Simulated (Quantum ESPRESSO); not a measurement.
Troubleshooting Quantum ESPRESSO: a failed run on Sr₂Bi₃ (Pnna, 20 atoms in the cell). The aim is a self-consistent single point with DFT, PBEsol, plane waves, PseudoDojo standard norm-conserving (PBESOL) pseudopotentials.

Cell that was meant: a = 15.5140 Å, b = 6.7965 Å, c = 6.5904 Å, α = 90.00°, β = 90.00°, γ = 90.00°.

Part of the input:

```fortran
 celldm(2) = 0.438085704470
 celldm(3) = 0.424801453654
 nat = 20
 ntyp = 3
 ecutwfc = 70
 occupations = 'smearing'
 smearing = 'cold'
```

The program printed (abridged):

```
     This program is part of the open-source Quantum ESPRESSO suite
     for quantum simulation of materials; please cite

 %%%%%%%%%%%%%%%%%%%%%%%%%%%%%%%%%%%%%%%%%%%%%%%%%%%%%%%%%%%%%%%%%%%%%%%%%%%%%%
     Error in routine  card_atomic_species (5010):
     cannot read atomic specie from: ATOMIC_POSITIONS crystal
 %%%%%%%%%%%%%%%%%%%%%%%%%%%%%%%%%%%%%%%%%%%%%%%%%%%%%%%%%%%%%%%%%%%%%%%%%%%%%%

     stopping ...
```

Q: From the messages shown, name the fault and mend the input.

A: The fault is a species count that does not match the list of species. The number of species decides how many lines of the species card are read. To fix it, make the count match the list. The program stopped before any SCF iteration.

The sound input it was made from differs as follows (other fixes are possible):
```diff
- ntyp = 3
+ ntyp = 2
```

With that input, the run converged in 11 iterations: free energy E − TS -34131.7206 eV; Fermi level (on the code's own zero) 9.37 eV; pressure -0.40 GPa; largest force (vector length) 0.211 eV/Å (DFT, PBEsol, plane waves, PseudoDojo standard norm-conserving (PBESOL) pseudopotentials).

On the sound input: the starting cell comes from a database of computed structures (which also holds hypothetical and non-ambient phases and stackings), without a prior relaxation at this level. Its lattice was rescaled by a random factor within 2.5 % of one. Without a gap this mesh is coarse (it stands for a supercell whose shortest vector is 16 Å).
